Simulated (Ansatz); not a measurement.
## MgTe: pressure series

Consider MgTe in the wurtzite structure (space group P6_3mc, No. 186; a = 4.561 Å, c = 7.413 Å).

Cell and atoms are relaxed at each pressure.

Method: PBEsol (Ansatz, an electronic-structure program), no spin-orbit coupling, earlier PAW set.

Before the change:

| Quantity | Result |
|---|---|
| Band gap | 2.39 eV |

Problem. The aim is a band gap between 0.62 eV and 0.67 eV. Which of these changes reaches it?
A) pressure −1 GPa
B) pressure 45 GPa
C) pressure 30 GPa
D) pressure 60 GPa
E) pressure 9 GPa

Solution. C, pressure 30 GPa. It gives 0.64 eV; pressure 9 GPa gives 2.93 eV; pressure 45 GPa gives 0.37 eV; pressure 60 GPa gives 0.14 eV; pressure −1 GPa gives 2.26 eV. Changes not listed may reach it too

From pressure 30 GPa on, the axis ratios lie over 15 % from the base's, so the cell there is far from its starting form. Spin-orbit coupling, missing from the scalar runs, can matter with Te. Load acts through the strain it causes; cell and atoms are relaxed under it. Whether these cells are dynamically stable was not tested. Tetrahedral semiconductors of this kind turn to denser phases somewhere between about 1 and 50 GPa; those were not computed, so compressed cells here can lie past the real transition. Along this pressure series the structure jumps between pressure 9 GPa and pressure 18 GPa; cells beyond that are another form of it. A zero or small gap of MgTe under pressure 60 GPa can be the functional's error rather than a property of the material.
